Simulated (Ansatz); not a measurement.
**Equilibrium lattice constant a of Ir₃Al (model structure, started from the A15 type, Pm-3n, No. 223, 8 atoms in the cell) at several levels of theory**

No measured value is used here.

```json
[
 {"level (code)": "LDA (Ansatz)", "value (Å)": "4.853"},
 {"level (code)": "PBE (Ansatz)", "value (Å)": "4.932"},
 {"level (code)": "PBEsol (Ansatz)", "value (Å)": "4.882"},
 {"level (code)": "r²SCAN (Ansatz)", "value (Å)": "4.896"}
]
```

Density-functional levels without +SOC have no spin–orbit coupling. LDA, PBE, PBEsol, r²SCAN: the run has no spin polarisation, so it can have missed a magnetic state. Cutoffs differ between the levels. Ansatz's density-functional and Hartree–Fock values are scalar-relativistic unless marked +SOC, with PAW data made under PBE.

A model structure was made by putting elements into a prototype or built by hand; it is no filed structure, need not be a known phase, and can be a saddle point held by its symmetry.

Ansatz is an electronic-structure program.
